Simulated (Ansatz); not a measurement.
Data:

End structure of the (221) surface of tetragonal WSi2 in its 1x1 cell (cut with top plane Si + W, bottom plane Si + W), outermost plane spacing 0.19 Å in the ideal cut:

```xyz
57
Lattice="4.5667 0.0000 0.0000 2.2834 15.9002 0.0000 0.0000 0.0000 27.0000" Properties=species:S:1:pos:R:3 pbc="T T T"
Si     4.5667     2.9883     7.9670
W      2.2833     3.8976     8.5214
Si     4.5667     5.2597     8.5894
Si     2.2833     6.5331     8.7928
W      4.5667     7.7839     9.1219
Si     2.2833     9.0573     9.1264
Si     4.5667    10.4342     9.3413
W      2.2833    11.6549     9.6871
Si     4.5667    12.9349     9.7025
Si     2.2833    14.3023     9.8739
W      4.5666    15.5363    10.2430
Si     4.5666     0.8993    10.2116
Si     2.2833     2.2105    10.3353
W      4.5666     3.5811    10.6817
Si     2.2833     4.8463    10.8468
Si     4.5667     6.1625    11.0441
W      2.2833     7.4592    11.2808
Si     4.5667     8.7566    11.4309
Si     2.2833    10.0635    11.6237
W      4.5667    11.3442    11.8632
Si     2.2833    12.6458    11.9868
Si     4.5667    13.9374    12.1855
W      2.2833    15.2290    12.3900
Si     2.2833     0.6355    12.5380
Si     4.5667     1.9297    12.6820
W      2.2834     3.2250    12.9093
Si     4.5667     4.5258    13.0960
Si     2.2834     5.8259    13.3017
W      4.5667     7.1303    13.5000
Si     2.2834     8.4347    13.6983
Si     4.5667     9.7348    13.9040
W      2.2834    11.0356    14.0907
Si     4.5668    12.3309    14.3180
Si     2.2834    13.6251    14.4620
W      4.5668    14.9318    14.6100
Si     4.5668     0.3232    14.8145
Si     2.2834     1.6148    15.0132
W      4.5668     2.9165    15.1368
Si     2.2834     4.1971    15.3763
Si     4.5668     5.5040    15.5691
W      2.2835     6.8014    15.7192
Si     4.5668     8.0981    15.9559
Si     2.2835     9.4143    16.1532
W      4.5669    10.6796    16.3183
Si     2.2835    12.0502    16.6647
Si     4.5668    13.3613    16.7884
W      2.2834    14.6245    16.7570
Si     4.5668    15.8585    17.1261
Si     4.5668     1.3257    17.2975
W      2.2834     2.6058    17.3129
Si     4.5668     3.8264    17.6587
Si     2.2834     5.2033    17.8736
W      4.5668     6.4767    17.8781
Si     2.2834     7.7276    18.2072
Si     4.5668     9.0010    18.4106
W      2.2834    10.3630    18.4786
Si     4.5668    11.2724    19.0330
```

Slab: 57 atoms, Si38W19, 10.5 Å thick at the start; k 8x3x1, smearing 0.1 eV, dipole-corrected; all atoms relaxed; held to the part of the start's symmetry that mesh and held atoms allow; no spin, no spin-orbit, no U.

Predict the work function of the top face from PBE in Ansatz (an electronic-structure program).

4.47 eV
